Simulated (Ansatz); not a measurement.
Defect calculation: S on the O site in monoclinic HfO2

Computed with PBE, PAW (plane waves to 420 eV; Ansatz, a program for electronic structure). The supercell holds 96 host sites (2×2×2 repeats of the unit cell), with a 2×2×2 shifted k-point sampling for the final energies. Site at the start: the O(2,4-fold) site. Charged cells carry a point-charge image correction with potential alignment at far atoms. Dielectric constants: PBE linear response of the host. Host gap at this level: 4.04 eV. Finite-size and sampling errors can reach tenths of an eV here. PBE underestimates the host's gap, which shifts levels and can delocalise carriers. Spin–orbit coupling is left out, which matters for these heavy elements. Each state is the lowest found from its start.

Formation energies E_f are given with the Fermi level at the valence-band maximum. Chemical conditions: Hf-rich (Δμ(O) = -5.19 eV, Δμ(S) = -3.08 eV, bounded by Hf2S (P6_3/mmc); only phases computed here count, gases as isolated molecules at 0 K). Reference phases: O: O2 molecule in a box, S: S8 molecule in a box.

```csv
charge,moment (μB),point group,largest move off a lattice site (Å),image correction with alignment (eV),"E_f, Hf-rich (eV)"
+1,1.0,C1,0.34,0.18,2.81
0,not spin-polarised,C1,0.30,0.00,3.04
−1*,quenched,C1,0.30,–,–
```

* At this level the carrier isn't localised at the defect: at charge −1 electrons occupy the conduction band. Such a state is shallow or no state of the defect, and this cell gives it no level.

Point groups are those of the whole cell at tolerances of 0.03 and 0.1 Å ("near" where only the looser one holds); none is given for unsettled states.

Starting moments that weren't kept: charge −1 began with 1 μB and ended with 0.0.

Transition levels above the valence-band maximum: ε(+1/0) = 0.23 eV. On the lower envelope of the bound states, inside the gap: (+1/0) at 0.23 eV.

Flagged in the runs: a host whose relaxation on this sampling wasn't shown to rest, a strain field that reaches the edge of the cell.

All states together cost very roughly 8 core-hours.
